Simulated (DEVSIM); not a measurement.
System: Al/Si3N4/p-In0.53Ga0.47As capacitor, at 450 K.

Layer 1 from the left is Si3N4, thickness (nm) 9.90. Layer 2 from the left is In0.53Ga0.47As, thickness (nm) 3700, Na (cm⁻³) 2.4e16.

Metal gate on the left, work function 4.1 eV. Fixed charge at the semiconductor interface -1.7e11 cm⁻² (in units of +e); interface traps 1.6e11 cm⁻² eV⁻¹, uniform in energy, neutral level at 0.5 of the gap above the valence band.

This is a model device: material constants are rounded textbook-type values typed into the input, and sizes, dopings and lifetimes were drawn at random. Values at 300 K; Nc and Nv go as T^1.5, mobilities as T to minus their exponent, the gap by Varshni's rule with the affinity fixed.

Si3N4: gap (eV) 5.1, affinity (eV) 2.1, permittivity 7.5. In0.53Ga0.47As: gap (eV) 0.74, affinity (eV) 4.51, permittivity 13.9, Nc (cm⁻³) 2.1e17, Nv (cm⁻³) 7.7e18, Varshni α (eV/K) 0.00035, Varshni β (K) 190.

Model (solved in DEVSIM): 1D Poisson equation in equilibrium, Boltzmann statistics, complete ionisation; no quantum confinement or tunnelling. Metal contacts follow the ideal Schottky-Mott rule: no Fermi-level pinning, no interface dipoles.

Question: What does the simulation give for the threshold voltage (band bending 2φF), the minimum of the low-frequency capacitance?

Answer: threshold voltage (band bending 2φF) -0.38 V; minimum of the low-frequency capacitance 0.117 μF/cm².
